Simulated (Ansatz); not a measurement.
The starting structures come from a database of crystals and need not be the phases stable at ambient conditions.

 Where the default PAW files enter, the runs use the earlier of Ansatz's two default sets.

Evanescent states of Al2CdSe4 (Fd-3m, spinel, not sure to be the ambient phase, 14 atoms a cell, 22.8 Å³ an atom) along the normal of (111)

All values below come from PBEsol (plane waves, PAW; Ansatz, an electronic-structure program).

No gap correction and no spin-orbit coupling; mid-gap values are interpolated between computed energies.

Energies count from the valence-band top; κ is the least over a 6×6 mesh across the current.

```tsv
E (eV)	κ (1/Å)	where
0.04	0.040	Γ
0.12	0.055	Γ
0.20	0.065	Γ
0.28	0.072	Γ
0.36	0.078	Γ
0.44	0.082	Γ
0.52	0.085	Γ
0.60	0.086	Γ
0.68	0.087	Γ
0.76	0.086	Γ
0.84	0.084	Γ
0.92	0.081	Γ
1.00	0.077	Γ
1.08	0.071	Γ
1.16	0.063	Γ
1.24	0.051	Γ
1.32	0.031	Γ
```

Task: How thick must the barrier be to attenuate the transmission by 10^4 when the electrodes' Fermi level lies at 0.20 eV, and what attenuation does that film give at 0.36 eV?

Result: d = 4 ln 10 / (2 × 0.065) = 70.8 Å. At 0.36 eV it gives 4 × 0.078/0.065 = 4.8 decades.
